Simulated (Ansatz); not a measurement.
# Ru: response to strain

Start from Ru in the hcp (Mg type) structure (space group P6_3/mmc, No. 194; a = 2.691 Å, c = 4.249 Å; relaxed with 0.1 eV smearing). Axes: x lies along a and z along c of the hexagonal cell.

Strains are applied to the cell and any free atomic positions relax; under biaxial strain the out-of-plane vector relaxes too.

Method: PBEsol, PAW, 420 eV (Ansatz, a quantum-chemistry and plane-wave program; without spin-orbit coupling).

Candidates:
(a) biaxial strain −1.00 %, plane normal [001], relaxed out of plane
(b) biaxial strain +1.00 %, plane normal [001], relaxed out of plane
(c) biaxial strain +2.00 %, plane normal [001], relaxed out of plane

Problem. Order them by out-of-plane strain, lowest first.

Solution. (c) biaxial strain +2.00 %, plane normal [001], relaxed out of plane (-1.07 %), (b) biaxial strain +1.00 %, plane normal [001], relaxed out of plane (-0.53 %), (a) biaxial strain −1.00 %, plane normal [001], relaxed out of plane (+0.54 %)

Whether these cells are dynamically stable was not tested. The final runs are not spin-polarised.
